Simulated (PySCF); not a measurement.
PySCF 2.14.0, PBE/def2-svp, df: Si(F)2(NH2)2 (N[Si](N)(F)F), 9 atoms. The geometry is a generated start, not checked to be a minimum at this level.

```yaml
task: energy
method: pbe
basis: def2-svp
two_electron_scheme: density fitting
mol.max_memory: 3000 MB
mf.max_cycle: 100
mf.conv_tol: 1e-09 (default)
mf.grids.level: 3 (default)
basis_functions: 94
grid_points: 114744
```

```xyz
9

N     -1.3550     0.0400    -0.7280
Si     0.0089    -0.4851     0.1556
N      1.3571     0.4854     0.5560
F     -0.5682    -1.0131     1.5486
F      0.6022    -1.7193    -0.6656
H     -1.3125     0.1981    -1.7196
H     -2.0745     0.5922    -0.2972
H      1.3049     1.1681     1.2916
H      2.0370     0.7337    -0.1414
```

With the defaults (mf.DIIS = CDIIS, mf.diis = true, mf.level_shift = 0, mf.damp = 0, mf.diis_start_cycle = 1, mf.init_guess = minao, newton = off, mf.diis_space = 8) it converges in 12 Fock builds. One run each on 2 threads, 1 BLAS thread, with these changes:
- mf.level_shift = 1 Hartree
- mf.damp = 0.3, mf.diis_start_cycle = 4
- mf.init_guess = huckel
- mf.init_guess = sap
- mf.damp = 0.7, mf.diis_start_cycle = 8
- newton = Hessian by the SCF's own integrals
- mf.DIIS = EDIIS
- mf.diis_space = 5
- mf.diis = false

### Question
Which of these changes keep the SCF from converging, or lead it to another solution?

### Answer
No convergence: mf.DIIS = EDIIS; mf.diis = false (the run ends without SCF convergence in 100 cycles). The rest reach the solution of the defaults.

```tsv
setting	Fock builds	end
the defaults	12	same solution
mf.diis_space = 5	12	same solution
mf.init_guess = huckel	14	same solution
mf.damp = 0.3, mf.diis_start_cycle = 4	15	same solution
mf.damp = 0.7, mf.diis_start_cycle = 8	15	same solution
mf.init_guess = sap	16	same solution
newton = Hessian by the SCF's own integrals	25	same solution
mf.level_shift = 1 Hartree	31	same solution
mf.DIIS = EDIIS	101	no convergence
mf.diis = false	101	no convergence
```

Under newton the count holds the products with the orbital Hessian.
